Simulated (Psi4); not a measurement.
Psi4 1.11, PBE0/def2-svp: Ge(Me)(NMe2) ([CH3][Ge][N](C)C), 14 atoms. The geometry is a generated start, not checked to be a minimum at this level.

```json
{
 "task": "energy",
 "method": "pbe0",
 "basis": "def2-svp",
 "memory": "3 GB",
 "maxiter": "100",
 "keys_of_the_molecule_block": "symmetry c1",
 "scf_type": "df (default)",
 "e_convergence": "1e-06 (default)",
 "d_convergence": "1e-06 (default)",
 "dft_radial_points": "75 (default)",
 "dft_spherical_points": "302 (default)",
 "basis_functions": "133",
 "grid_points": "298193"
}
```

```xyz
14

Ge     0.0101     0.9609     1.4327
C      0.9615     2.2010     0.1192
H      1.8870     1.7612    -0.2559
H      1.2254     3.1303     0.6275
H      0.3350     2.4613    -0.7322
N     -0.3084    -0.4477     0.3231
C     -0.9732    -1.6122     0.8593
C      0.0150    -0.6330    -1.0691
H     -1.9068    -1.8151     0.3192
H     -0.3364    -2.5024     0.7757
H     -1.2073    -1.4467     1.9125
H      0.7045    -1.4743    -1.1975
H     -0.8870    -0.8461    -1.6492
H      0.4806     0.2628    -1.4651
```

With the defaults (diis = true, scf_initial_accelerator = adiis, damping_percentage = 0, diis_start = 1, guess = auto, which took SAD, level_shift = 0, level_shift_cutoff = 0.01, diis_max_vecs = 10) it converges in 9 SCF iterations. One run each on 2 threads, with these changes:
- diis_max_vecs = 20
- scf_initial_accelerator = ediis
- diis = false, scf_initial_accelerator = none, damping_percentage = 60
- scf_initial_accelerator = none
- level_shift = 0.1, level_shift_cutoff = 0.001
- diis_start = 4
- damping_percentage = 60
- guess = huckel
- damping_percentage = 20

Name the settings that don't reach the solution of the defaults.

No convergence: diis = false, scf_initial_accelerator = none, damping_percentage = 60 (the run ends without SCF convergence in 100 iterations). The rest reach the solution of the defaults.

| setting | SCF iterations | end |
|---|---|---|
| the defaults | 9 | same solution |
| scf_initial_accelerator = none | 9 | same solution |
| scf_initial_accelerator = ediis | 9 | same solution |
| diis_max_vecs = 20 | 9 | same solution |
| guess = huckel | 10 | same solution |
| level_shift = 0.1, level_shift_cutoff = 0.001 | 10 | same solution |
| diis_start = 4 | 18 | same solution |
| damping_percentage = 20 | 21 | same solution |
| damping_percentage = 60 | 86 | same solution |
| diis = false, scf_initial_accelerator = none, damping_percentage = 60 | 100 | no convergence |
